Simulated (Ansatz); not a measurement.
# Response to strain in InAgTe2

The parent structure is InAgTe$_{2}$ in the chalcopyrite structure (space group I-42d, No. 122).

```
CELL_PARAMETERS angstrom
     -3.21597     3.21597     6.38292
      3.21597    -3.21597     6.38292
      3.21597     3.21597    -6.38292
ATOMIC_POSITIONS crystal
  In 0.50000 0.50000 0.00000
  In 0.25000 0.75000 0.50000
  Te 0.37500 0.36624 0.49124
  Te 0.63376 0.12500 0.00876
  Te 0.87500 0.88376 0.50876
  Te 0.11624 0.62500 0.99124
  Ag 0.00000 0.00000 0.00000
  Ag 0.75000 0.25000 0.50000
```

Strains are applied to the cell and any free atomic positions relax.

All numbers come from DFT with PBEsol, PAW potentials and a 420 eV plane-wave cutoff in Ansatz (a program for electronic structure), scalar-relativistic without spin-orbit coupling.

Notes on the quantities. pressure: mean of the normal stresses, compression positive; energy relative to the base: free energy F.

| variant | pressure | energy relative to the base | width of the top valence band | volume per atom |
|---|---|---|---|---|
| base | 0.0 kbar | 0 meV/atom | 1.05 eV | 33.01 Å³ |
| isotropic strain −3.00 % | 51.2 kbar | +42 meV/atom | 1.27 eV | 30.13 Å³ |
| isotropic strain −2.25 % | ? | ? | ? | 30.83 Å³ |
| isotropic strain −1.50 % | 22.6 kbar | +9.8 meV/atom | 1.16 eV | 31.54 Å³ |
| isotropic strain −0.75 % | 10.6 kbar | +2.4 meV/atom | 1.10 eV | 32.27 Å³ |

**Question.** What belongs in the blanks?

**Answer.** 
- isotropic strain −2.25 %, pressure: 36.1 kbar
- isotropic strain −2.25 %, energy relative to the base: +23 meV/atom
- isotropic strain −2.25 %, width of the top valence band: 1.21 eV

With Te present, leaving out spin-orbit coupling can change the band edges. The levels and masses belong to the bands next to the band gap. Whether these cells are dynamically stable was not tested.
